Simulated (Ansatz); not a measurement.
Problem. Name crystals whose logarithmic mean phonon energy lies between 25 and 39 meV and whose electron-phonon coupling λ lies between 0.26 and 0.4, by PBEsol, DFPT electron-phonon coupling, linearised Boltzmann equation (Ansatz, a quantum-chemistry and plane-wave program).

Solution. Many crystals can fit; among those computed here:
- VH₂ (Fm-3m): 29 meV, 0.30
- NbSi2 (P6_422): 28 meV, 0.36
- VSi2 (P6_222): 34 meV, 0.37
- CoSi2 (Fm-3m): 26 meV, 0.38
- TiSi2 (Fddd): 31 meV, 0.27

Metals; harmonic phonons. Halving the electron mesh moves these values by up to 4 %; q meshes are mostly untested. Some of the runs warned that the eigensolver left states short of its tolerance. Spin-orbit coupling is left out.

Formula and space group known from diffraction (Crystallography Open Database), not checked to be the room-temperature form: VH2 (Fm-3m). Treated as nonmagnetic (a ferromagnetic start lost its moment, other orders weren't tried): CoSi2 (Fm-3m), VH2 (Fm-3m), VSi2 (P6_222).
